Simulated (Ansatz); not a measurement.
How the smallest direct gap on the k points sampled of ScOCl (P4/nmm, No. 129; start mp-989195) moves with the method

No measured value is used here.

Problem. Put these levels in order of the smallest direct gap on the k points sampled that they give for ScOCl (P4/nmm, No. 129; start mp-989195), smallest first: HSE06 (Ansatz, a program for electronic structure), LDA (Ansatz), PBE0 (Ansatz), PBEsol (Ansatz), r²SCAN0 (Ansatz).

Solution. LDA (3.90 eV), PBEsol (4.01 eV), HSE06 (5.83 eV), PBE0 (6.59 eV), r²SCAN0 (6.92 eV)

Computed values are for a static lattice.  Values are at the PBE-D3(BJ) cell. Cutoffs and k meshes differ between the levels. Ansatz's density-functional and Hartree–Fock values are scalar-relativistic unless marked +SOC, with PAW data made under PBE.

A start named mp-… is a Materials Project structure, which can be a computed phase never made.
